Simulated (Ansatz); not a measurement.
**What each level gives and costs: MgSnP₂ (I-42d, 8 atoms in the cell)**

Cell: a = 7.1148 Å, b = 7.1148 Å, c = 7.1148 Å, α = 130.89°, β = 130.89°, γ = 71.99°.

Program: Ansatz (a quantum-chemistry and plane-wave program), default PAW files made with PBE; each row names its functional.

Base settings: basis.ecutwfc = 420 eV; kpoints.mp_grid.grid = 3 3 3; hamiltonian.xc = pbe0; hamiltonian.pseudopotentials = {kind: paw} (the program's default PAW files); scf.occupations.method = fixed.

Differences are taken from PBE0, a reference of convenience: it is no measurement, and no ranking of the functionals follows.

Core times come from one kind of shared machine and are given to one figure; runs under 30 s give none.

The starting cell comes from a database of computed structures (which also holds hypothetical and non-ambient phases and stackings), without a prior relaxation at this level. Its lattice was rescaled by a random factor within 2.5 % of one.

```csv
level,gap on the mesh less reference (eV),largest difference in the force on any atom (eV/Å),core time / reference (rough)
PBEsol,-1.524,0.088,–
HSE06,-0.642,0.017,2
PBE0,0.000,0.000,1
```

PBEsol ran in under 30 s, against roughly 200 s for PBE0.

Keys are those of Ansatz 0.2.
